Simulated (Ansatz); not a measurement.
The reference is MoS$_{2}$ in the 3R-MoS2 type structure (space group R3m, No. 160; a = 3.153 Å, c = 17.991 Å (hexagonal axes); layered, stacked along the Cartesian z axis).

(Cell as relaxed with PBE-D3(BJ).)

Levels (all Ansatz, a quantum-chemistry and plane-wave program, PAW): PBE-D3(BJ) (420 eV, spin-orbit coupling left out); r2SCAN+rVV10 (500 eV, no SOC).

Each level relaxes its own structure.

```json
[
 {"base": "volume per atom", "PBE-D3(BJ)": "17.21 Å³", "r2SCAN+rVV10": "18.03 Å³"},
 {"base": "lattice parameter a", "PBE-D3(BJ)": "3.153 Å", "r2SCAN+rVV10": "3.175 Å"},
 {"base": "band gap", "PBE-D3(BJ)": "0.77 eV", "r2SCAN+rVV10": "1.02 eV"}
]
```

The change: a hydrostatic pressure of 50 GPa.

```
quantity                       PBE-D3(BJ)  r2SCAN+rVV10
-----------------------------  ----------  ------------
shortest interatomic distance     2.293 Å           ___
c/a ratio                           5.261           ___
band gap                             zero           ___
```

Q: Given the PBE-D3(BJ) results, estimate those of r2SCAN+rVV10.

A: 
- shortest interatomic distance, r2SCAN+rVV10: 2.297 Å
- c/a ratio, r2SCAN+rVV10: 5.252
- band gap, r2SCAN+rVV10: zero

PBE-D3(BJ)'s shortest interatomic distance lies 0.004 Å below r2SCAN+rVV10's (0.2 %); PBE-D3(BJ)'s c/a ratio lies 0.009 above r2SCAN+rVV10's; the two agree on the band gap. Neither level is exact; r2SCAN+rVV10 is the comparison here, not a measurement.

A case with no gap was solved on a k-mesh chosen for an insulator, which is coarse for it. Load acts through the strain it causes; cell and atoms are relaxed under it. Stability against distortions was not tested. Competing high-pressure phases were not computed. All final runs are without spin polarisation. The zero or small gap of MoS2 under pressure 50 GPa can change with the level of theory.
